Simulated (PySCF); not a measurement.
PySCF 2.14.0, B3LYP/def2-svp, df: Si(Me)2(OSiH3)2 (C[Si](C)(O[SiH3])O[SiH3]), 19 atoms. The geometry is a generated start, not checked to be a minimum at this level.

task: energy
method: b3lyp
basis: def2-svp
two-electron scheme: density fitting
mol.max_memory: 3000 MB
mf.max_cycle: 100
mf.conv_tol: 1e-09 (default)
mf.grids.level: 3 (default)
basis functions: 170
grid points: 231640

```xyz
19

C      0.6430     1.1111     1.7637
Si     0.0658     0.6751     0.0111
C     -0.1085     2.1691    -1.1371
O      1.1265    -0.3600    -0.6605
Si     1.8615    -1.7859    -0.8574
O     -1.3793    -0.0661     0.0905
Si    -2.3622    -1.3362     0.2787
H      0.7152     0.2233     2.3837
H     -0.0455     1.7969     2.2469
H      1.6217     1.5806     1.7493
H      0.8376     2.6890    -1.2434
H     -0.4379     1.8767    -2.1299
H     -0.8328     2.8749    -0.7436
H      1.0360    -2.8600    -0.3040
H      2.0377    -1.9164    -2.3012
H      3.1326    -1.6885    -0.1410
H     -1.8960    -2.4562    -0.5412
H     -2.3571    -1.6973     1.6972
H     -3.6583    -0.8300    -0.1618
```

With the defaults (mf.DIIS = CDIIS, mf.diis = true, mf.level_shift = 0, mf.damp = 0, mf.diis_start_cycle = 1, mf.init_guess = minao, newton = off, mf.diis_space = 8) it converges in 12 Fock builds. One run each on 2 threads, 1 BLAS thread, with these changes:
- mf.DIIS = EDIIS
- mf.level_shift = 0.3 Hartree
- mf.diis = false, mf.damp = 0.7, mf.diis_start_cycle = 999
- mf.init_guess = huckel
- newton = Hessian by the SCF's own integrals
- mf.DIIS = ADIIS
- mf.diis = false
- mf.init_guess = 1e
- mf.diis_space = 5

Question: Which of these changes keep the SCF from converging, or lead it to another solution?

Answer: No convergence: mf.DIIS = EDIIS; mf.diis = false (the run ends without SCF convergence in 100 cycles). The rest reach the solution of the defaults.

```tsv
setting	Fock builds	end
the defaults	12	same solution
mf.diis_space = 5	12	same solution
mf.init_guess = huckel	13	same solution
mf.level_shift = 0.3 Hartree	14	same solution
mf.DIIS = ADIIS	16	same solution
mf.init_guess = 1e	19	same solution
mf.diis = false, mf.damp = 0.7, mf.diis_start_cycle = 999	28	same solution
newton = Hessian by the SCF's own integrals	28	same solution
mf.DIIS = EDIIS	101	no convergence
mf.diis = false	101	no convergence
```

Under newton the count holds the products with the orbital Hessian.
